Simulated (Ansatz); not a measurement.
# SnO₂ under load (space group P4_2/mnm): band-edge transport data

Consider the following.

```yaml
crystal:
  lattice:
    - [4.83889, 0.00000, 0.00000]
    - [0.00000, 4.83889, 0.00000]
    - [0.00000, 0.00000, 3.18064]
  atoms:
    - { symbol: Sn, position: [0.00000, 0.00000, 0.00000] }
    - { symbol: Sn, position: [0.50000, 0.50000, 0.50000] }
    - { symbol: O, position: [0.30639, 0.30639, 0.00000] }
    - { symbol: O, position: [0.69361, 0.69361, 0.00000] }
    - { symbol: O, position: [0.80639, 0.19361, 0.50000] }
    - { symbol: O, position: [0.19361, 0.80639, 0.50000] }
```

Level of theory: PBE, rigid bands (plane waves, PAW, scalar-relativistic; Ansatz, a program for electronic structure). Condition of this run: biaxial stress in the c plane of -4 GPa (compression positive) (the target of the relaxation). How the cell was made: cell and atoms relaxed with PBEsol, then loaded as said.

| Property | Result |
|---|---|
| band gap | 0.90 eV |
| electron conductivity mass (300 K, dilute) | 0.21 (x), 0.21 (y), 0.178 (z) mₑ |
| hole conductivity mass (300 K, dilute) | 1.44 (x), 1.44 (y), 2.2 (z) mₑ |
| effective density of states N_c (300 K) | 2.0e18 cm⁻³ |
| effective density of states N_v (300 K) | 5.0e19 cm⁻³ |
| density-of-states mass, electrons | 0.186 mₑ |
| density-of-states mass, holes | 1.58 mₑ |
| Seebeck coefficient, n-type 1e19 cm⁻³, 300 K | -112 μV/K |
| best n-type power factor at 300 K for τ = 10 fs (best axis; densities from 1e16 to 1e21 cm⁻³ tried, whether or not they can be reached) | 1.94 μW/(cm·K²) at 1e19 cm⁻³ |
| Seebeck coefficient, p-type 1e19 cm⁻³, 300 K | 354 μV/K |
| best p-type power factor at 300 K for τ = 10 fs (best axis; densities from 1e16 to 1e21 cm⁻³ tried, whether or not they can be reached) | 5.4 μW/(cm·K²) at 1e20 cm⁻³ |

Rigid bands; masses and Seebeck coefficients take one relaxation time τ for all states and one kind of carrier; polarons and phonon drag are left out. Spin-orbit coupling is left out; where it splits the top of the valence band, N_v and the p-type Seebeck coefficient come out somewhat high without it. Geometry: cell and atoms relaxed with PBEsol.
